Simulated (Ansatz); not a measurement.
Consider C in the diamond structure (space group Fd-3m, No. 227; a = 3.560 Å). Axes: x, y, z lie along the cube axes.

Level of theory: r2SCAN (Ansatz, a first-principles code), scalar-relativistic without spin-orbit coupling, earlier PAW set.

Base values:

```
Property     Value
--------  --------
Band gap   4.36 eV
Pressure  0.00 GPa
```

One thing is altered: tensor shear ε_yz = +3.39 % (engineering shear γ = 0.0678); the atoms relax in the strained cell.

Question: Predict the new band gap.

Answer: The band gap shrinks by 0.77 eV (4.36 eV → 3.59 eV).

Question: How does this affect the pressure?

Answer: The pressure (mean of the normal stresses, compression positive) goes from zero to 2.34 GPa.

Stability against distortions was not tested.
